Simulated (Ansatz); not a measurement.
## MoS2, response to strain

Consider MoS2 (space group P6_3/mmc, No. 194; a = 3.1493 Å, c = 12.0895 Å; layered, stacked along the Cartesian z axis). Axes: x lies along a and z along c of the hexagonal cell.

Strains are applied to the cell and any free atomic positions relax.

Calculations: PBE-D3(BJ)/PAW in Ansatz (an electronic-structure program), without spin-orbit coupling.

Candidates:
(a) uniaxial strain ε_zz = −3.00 %
(b) uniaxial strain ε_zz = −1.80 %
(c) uniaxial strain ε_zz = −0.60 %
(d) uniaxial strain ε_zz = −1.20 %

Before the change:

| Item | Result |
|---|---|
| Band gap | 0.77 eV |

Question: Order them by band gap, highest first.

Answer: (c) uniaxial strain ε_zz = −0.60 % (0.74 eV), (d) uniaxial strain ε_zz = −1.20 % (0.70 eV), (b) uniaxial strain ε_zz = −1.80 % (0.67 eV), (a) uniaxial strain ε_zz = −3.00 % (0.59 eV)

Whether these cells are dynamically stable was not tested.
